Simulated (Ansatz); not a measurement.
# Zn2SiH2O5 (Imm2, No. 44, 20 atoms in the cell; start mp-643814)

Computed with LDA (plane waves, PAW; Ansatz, an electronic-structure program).

Settings: plane-wave cutoff 520 eV, 8×8×8 k mesh, Fermi–Dirac smearing 0.01 eV, scalar-relativistic PAW data made under PBE.

Cell (relaxed with PBEsol):

```
Zn2H2O5Si
1.0
   -4.21016     5.37297     2.53074
    4.21016    -5.37297     2.53074
    4.21016     5.37297    -2.53074
Zn Si H O
4 2 4 10
Direct
  0.66359   0.79862   0.45703
  0.34159   0.20655   0.54297
  0.66359   0.20655   0.86496
  0.34159   0.79862   0.13504
  0.15604   0.50975   0.64629
  0.86346   0.50975   0.35371
  0.67913   0.79903   0.11991
  0.67913   0.55922   0.88009
  0.15338   0.24301   0.08964
  0.15338   0.06374   0.91036
  0.34263   0.47524   0.54505
  0.93019   0.79758   0.45495
  0.34263   0.79758   0.86740
  0.93019   0.47524   0.13260
  0.85387   0.19032   0.66355
  0.52677   0.19032   0.33645
  0.52745   0.72002   0.19257
  0.52745   0.33488   0.80743
  0.10139   0.60139   0.50000
  0.02857   0.02857   0.00000
```

- band gap = 3.15 eV (indirect)
- smallest direct gap on the k points sampled = 3.33 eV

Note: cell and atoms aren't relaxed at this level (largest force component 0.26 eV/Å, pressure -4.3 GPa).

It cost about 8 core-minutes (a rough figure) of CPU time.

A start named mp-… is a Materials Project structure, which need not be a measured phase.
